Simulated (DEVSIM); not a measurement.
Structure: abrupt Ge n-p junction, at 250 K.

Layer 1 from the left is Ge, thickness (μm) 0.160, Nd (cm⁻³) 4.6e16, τn (s) 1.1e-7, τp (s) 1.1e-7. Layer 2 from the left is Ge, thickness (μm) 110, Na (cm⁻³) 1.4e16, τn (s) 1.1e-7, τp (s) 1.1e-7.

Left contact: ohmic. Right contact: ohmic. Voltage is applied to the left contact. Recombination: SRH at mid-gap. Mobility is constant in doping.

The device is made up for the run: typed textbook-type constants, with dimensions and the other settings drawn at random. Values at 300 K; Nc and Nv go as T^1.5, mobilities as T to minus their exponent, the gap by Varshni's rule with the affinity fixed.

Ge: gap (eV) 0.664, affinity (eV) 4, permittivity 16, Nc (cm⁻³) 1.04e19, Nv (cm⁻³) 6e18, μn (cm²/Vs) 3900, μp (cm²/Vs) 1900, T exponent of μn 1.66, T exponent of μp 2.33, Varshni α (eV/K) 0.000477, Varshni β (K) 235.

Model (solved in DEVSIM): 1D drift-diffusion, Boltzmann statistics, complete ionisation; no tunnelling, impact ionisation, image-force lowering or self-heating.

Dark forward current:

| |V| (V) | |J| (A/cm²) |
|---|---|
| 0.05 | 0.0001264 |
| 0.10 | 0.001333 |
| 0.15 | 0.01304 |
| 0.20 | 0.1259 |
| 0.25 | 1.133 |
| 0.30 | 7.020 |
| 0.35 | 21.99 |
| 0.40 | 43.45 |
| 0.45 | 68.58 |
| 0.50 | 96.23 |
| 0.55 | 125.9 |
| 0.60 | 157.5 |
| 0.65 | 190.8 |
| 0.70 | 225.9 |
| 0.75 | 262.6 |
| 0.80 | 300.9 |
| 0.85 | 341.0 |
| 0.90 | 382.6 |
| 0.95 | 425.9 |
| 1.00 | 470.8 |
| 1.05 | 517.4 |
| 1.10 | 565.7 |
| 1.15 | 615.5 |

Question: Work out the local ideality factor n = ΔV / (kT/q · ln(J2/J1)) between the rows 0.10 and 0.15 V, 1.10 and 1.15 V.

Answer: kT/q = 21.54 mV. From 0.10 to 0.15 V: ln(0.01304/0.001333) = 2.281, n = 1.02, near the 1 of diffusion or emission over a barrier. From 1.10 to 1.15 V: ln(615.5/565.7) = 0.084, n = 27.51.

Question: Estimate the current at 0.15 V from the Shockley equation with J0 = Σ q ni² D/(N L) coth(W/L), τ joining the SRH, radiative and Auger lifetimes that are on, and W taken as the whole layer.

Answer: ni² = 6.19e23 cm⁻⁶; holes in the n layer: μ = 2910 cm²/Vs, D = 62.6 cm²/s, τ = 1.10e-7 s, L = 26.2 μm, W/L = 0.0061, term 8.43e-6 A/cm²; electrons in the p layer: μ = 5280 cm²/Vs, D = 114 cm²/s, τ = 1.10e-7 s, L = 35.4 μm, W/L = 3.1, term 2.28e-7 A/cm². J0 = 8.66e-6 A/cm², and J = J0 exp(qV/kT) = 0.00916 A/cm². The simulation gives 0.0130 A/cm²; the estimate lies 30 % below. The estimate leaves out recombination in the depletion region and that region's share of W.
